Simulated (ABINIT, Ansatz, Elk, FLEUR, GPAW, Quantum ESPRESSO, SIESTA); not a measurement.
**Code comparison for W (Im-3m, 1 atom in the cell)**

Self-consistent single point, at a second geometry (lattice scaled by 0.98). First geometry:

```yaml
crystal:
  lattice:
    - [-1.58516, 1.58516, 1.58516]
    - [1.58516, -1.58516, 1.58516]
    - [1.58516, 1.58516, -1.58516]
  atoms:
    - { symbol: W, position: [0.00000, 0.00000, 0.00000] }
```

Shared settings, as Ansatz (an electronic-structure program) writes them: kpoints.mp_grid.grid = 19 19 19; scf.occupations.method = fermi_dirac; scf.occupations.width = 0.136 eV. Potentials and cutoffs stand in the table.

| code | model | ΔF from the first geometry (meV/atom) | pressure (GPa) | cutoff |
|---|---|---|---|---|
| Ansatz | PBE, PAW files | 84.0 | 25.76 | default |
| SIESTA | GGA PBE, numerical atomic orbitals TZP, PseudoDojo PBE standard norm-conserving potentials (rewritten from UPF to PSML) | 76.2 | 24.36 | grid 400 Ry |
| Quantum ESPRESSO | PBE, GBRV 1.5 ultrasoft (PBE) pseudopotentials | 86.0 | 22.38 | 40 Ry |
| GPAW | PBE, GPAW PAW datasets PBE (gpaw-data 1.0.1) | 82.1 | 25.45 | 550 eV |
| ABINIT | PBE, PAW (JTH v2.0 PBE PAW) | 87.5 | 25.93 | 20 Ha |
| Elk | PBE, all-electron FP-LAPW, Elk's shipped species files, APW+lo basis with extra local orbitals | 96.5 | – | rgkmax 7.5 |
| FLEUR | PBE, all-electron FLAPW (FLEUR), scalar-relativistic valence | 91.0 | – | Kmax 4.2 1/bohr |

For Quantum ESPRESSO (by 3.7 GPa) and ABINIT (by 0.5 GPa) the energy change implies a higher mean pressure, against the two pressures, than for the other programs: a sign of finite-basis (Pulay) stress.

A dash marks a value that a program does not give, or that is left out as unsure.

On Ansatz's run: spin-orbit coupling is off. Spin polarisation is off.

The spread over the programs that give each value: ΔF from the first geometry within 20.3 meV/atom; pressure within 3.55 GPa.

SIESTA uses small atom-centred bases, whose incompleteness enters pressures, forces and empty levels differently from a plane-wave cutoff. Elk and FLEUR treat all electrons, but the usual bases taken here (sphere radii, linearisation, local orbitals, empty states) were not tested for convergence, so the values are no reference for the others. Ansatz's pressure is given at a fixed set of plane waves, as the other plane-wave codes print theirs; with its correction for the finite basis it is 25.86 GPa. In the pressure, SIESTA (by 1.24) and Quantum ESPRESSO (by 3.23) lie more than 1 GPa from the median of the plane-wave programs.

The starting cell comes from a database of computed structures (which also holds hypothetical and non-ambient phases and stackings), without a prior relaxation at this level. For this run, on top of that: lattice scaled by 0.98.

Keys are those of Ansatz 0.2.
